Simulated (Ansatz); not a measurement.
Results of PBEsol (plane waves, PAW; Ansatz, a program for electronic structure) for ErSi (Cmcm, No. 63).

Settings: plane-wave cutoff 500 eV, 10×10×10 k mesh, Fermi–Dirac smearing 0.05 eV, spin-polarised start, scalar-relativistic PAW data made under PBE.

Computed at the level's own relaxed cell.

Task: Predict the equilibrium volume per atom.

Result: 
- equilibrium volume per atom: 21.01 Å³/atom

The run finds no gap.

Note: the magnetic order was assumed, not searched for or taken from measurement; the 4f shell is treated without U or exact exchange, so its levels and filling can be wrong.

Spin–orbit coupling is not included.

Static lattice: no zero-point or thermal effects.
